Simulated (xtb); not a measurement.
xtb 6.7.1, GFN2-xTB: Sr(OMe)2(dme) (C[O][Sr]1([O]C)<-[O](C)CC[O]->1C), 27 atoms. The geometry is a generated start, not checked to be a minimum at this level.

```yaml
method: GFN2-xTB
"--acc": 1 (default)
"--etemp (K)": 300 (default)
detailed input (--input): "none: ANC optimiser, Lindh (1995) Hessian, microcycle=20, maxdispl=1.0, hlow=0.01 (default)"
basis_functions: 66
valence_electrons: 66
```

```xyz
27

Sr    -0.8178    -0.2793     0.2801
O     -2.6560    -0.4859    -0.3601
C     -3.9588    -0.6951    -0.7908
H     -4.5891     0.1759    -0.5548
H     -3.9878    -0.8561    -1.8800
H     -4.3965    -1.5796    -0.2992
O      0.5851    -0.2959    -1.2790
C      0.6621    -0.4452    -2.6489
H      0.2166     0.4123    -3.1785
H      1.7211    -0.5150    -2.9459
H      0.1557    -1.3565    -2.9966
C      0.2257     2.6261    -0.0266
O      0.0966     1.6322     0.9626
C      1.3332     1.0132     1.2478
C      1.0993    -0.0970     2.2561
O      0.5718    -1.2768     1.7059
C      1.5305    -2.0620     1.0325
H     -0.7778     2.9920    -0.2475
H      0.6636     2.2036    -0.9363
H      0.8518     3.4528     0.3332
H      2.0349     1.7507     1.6645
H      1.7493     0.6004     0.3240
H      0.3584     0.2533     2.9811
H      2.0331    -0.3180     2.7890
H      1.9016    -1.5634     0.1384
H      1.0291    -2.9817     0.7313
H      2.3643    -2.3049     1.6977
```

The structure is relaxed from this start with --opt LEVEL for the levels crude, sloppy, loose, lax, normal, tight, vtight, extreme, once each. Up to the end of the extreme run atoms move by at most 0.36 Å along an axis.

**Question.** Choose the cheapest level whose final energy lies within 1 meV of that of extreme.

**Answer.** normal: 16 cycles against 44, ending 0.46 meV above.

```csv
level,cycles,energy above the extreme run (meV),gradient norm (eV/Å)
crude,1,7.7,0.17
sloppy,1,7.7,0.17
loose,1,7.7,0.17
lax,4,5.7,0.079
normal,16,0.46,0.029
tight,22,0.081,0.0060
vtight,32,under 0.01,0.0028
extreme,44,—,0.0016
```
